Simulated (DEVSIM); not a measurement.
Device: TaN/Al2O3/n-Si capacitor, at 250 K.

```tsv
layer (left to right)	material	thickness (nm)	Nd (cm⁻³)
1	Al2O3	8.70	-
2	Si	3400	2.9e16
```

Metal gate on the left, work function 4.4 eV. Fixed charge at the semiconductor interface -2.6e11 cm⁻² (in units of +e); no interface traps.

The device is made up for the run: typed textbook-type constants, with dimensions and the other settings drawn at random. Values at 300 K; Nc and Nv go as T^1.5, mobilities as T to minus their exponent, the gap by Varshni's rule with the affinity fixed.

| parameter | Al2O3 | Si |
|---|---|---|
| gap (eV) | 6.8 | 1.124 |
| affinity (eV) | 1.35 | 4.05 |
| permittivity | 9 | 11.7 |
| Nc (cm⁻³) | - | 2.86e19 |
| Nv (cm⁻³) | - | 3.1e19 |
| Varshni α (eV/K) | - | 0.000473 |
| Varshni β (K) | - | 636 |

Model (solved in DEVSIM): 1D Poisson equation in equilibrium, Boltzmann statistics, complete ionisation; no quantum confinement or tunnelling. Metal contacts follow the ideal Schottky-Mott rule: no Fermi-level pinning, no interface dipoles.

The temperature was swept, all else fixed.

```csv
temperature (K),flat-band voltage (V),minimum of the low-frequency capacitance (μF/cm²),threshold voltage (band bending 2φF) (V)
250,0.25,0.0545,-0.70
300,0.22,…,…
350,0.18,0.0646,-0.59
400,0.14,0.0707,-0.53
450,0.10,0.0823,-0.47
500,0.07,0.0943,-0.40
```

### Question
Complete the blanks.

### Answer

- 300, minimum of the low-frequency capacitance (μF/cm²): 0.0592
- 300, threshold voltage (band bending 2φF) (V): -0.64
